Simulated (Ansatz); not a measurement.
For GeSe (model structure, started from the 4H type, P6₃mc, No. 186, 8 atoms in the cell), PBE in Ansatz (plane waves, PAW) gives:

| Property | Value |
|---|---|
| equilibrium lattice constant a | 4.799 Å |
| lattice parameter c | 11.467 Å |
| formation enthalpy | -0.113 eV/atom |

### Question
What does PBE-D3(BJ) (PAW; Ansatz, a first-principles code) give for the same quantities?

### Answer

- lattice constant a: 4.783 Å (drops by 0.3 %)
- lattice parameter c: 11.396 Å (decreases by 0.6 %)
- formation enthalpy: -0.093 eV/atom (moves by +0.020 eV/atom)

Changes are worked out from the printed values.

Unless a cell is named, each level is at its own relaxed cell (PBE 28.59, PBE-D3(BJ) 28.22 Å³/atom).

Caveats: a distance lies near a switch of the dispersion term, which can move the cell (PBE-D3(BJ)). Ansatz's density-functional and Hartree–Fock values are scalar-relativistic unless marked +SOC, with PAW data made under PBE.

A model structure was made by putting elements into a prototype or built by hand; it is no filed structure, need not be a known phase, and can be a saddle point held by its symmetry.
